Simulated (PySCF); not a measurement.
PySCF 2.14.0, PBE0/def2-svp, df: Y(NH2)(Me)2 ([CH3][Y]([CH3])[NH2]), 12 atoms. The geometry is a generated start, not checked to be a minimum at this level.

- task: energy
- method: pbe0
- basis: def2-svp
- two-electron scheme: density fitting
- mol.max_memory: 16000 MB
- mf.max_cycle: 100
- mf.DIIS: CDIIS (default)
- mf.diis_space: 8 (default)
- mf.grids.level: 3 (default)
- effective core potentials: those of the basis set, past Kr
- basis functions: 113
- grid points: 142480

It runs on a single node (Arm Neoverse V2, 96 cores on 1 socket, no SMT, 1 L3 cache group).

Wall times, medians of two to five repeats, each run alone on the node (launch to exit). Processes are pinned to neighbouring cores unless said otherwise. The build: PyPI wheel: OpenMP (GNU), a bundled serial OpenBLAS 0.3.3 under its C layer, NumPy's threaded OpenBLAS held to generic ARMv8 kernels, libcint, Libxc; another build can shift the numbers. Scratch files lie in a memory file system.

All on 16 threads, 1 BLAS thread. Base settings, kept where nothing else is said: mf.conv_tol = 1e-09 (default), mf.init_guess = minao (default), mf.level_shift = 0 (default). The candidates, on 16 cores each, agree within 1.0 meV/atom in energy:
A. mf.level_shift = 0.2 Hartree
B. mf.init_guess = atom
C. mf.conv_tol = 1e-05 Hartree
D. the base settings

### Question
Which choice gives the shortest wall time?

### Answer
C (mf.conv_tol = 1e-05 Hartree), 1.7 s. At the other end A takes 1.5× as long.

| candidate | wall time | repeats | Fock builds (products with the orbital Hessian counted alike) |
|---|---|---|---|
| C | 1.7 s | 3 runs within 2 % | 10 |
| D | 1.9 s | 3 runs within 2 % | 13 |
| B | 2.0 s | 3 runs within 1 % | 14 |
| A | 2.4 s | 3 runs within 1 % | 19 |

From the slowest to the fastest: The largest move is in exchange-correlation on the grid (vxc): 1.4 s to 0.72 s. The count of Fock builds goes from 19 to 10.
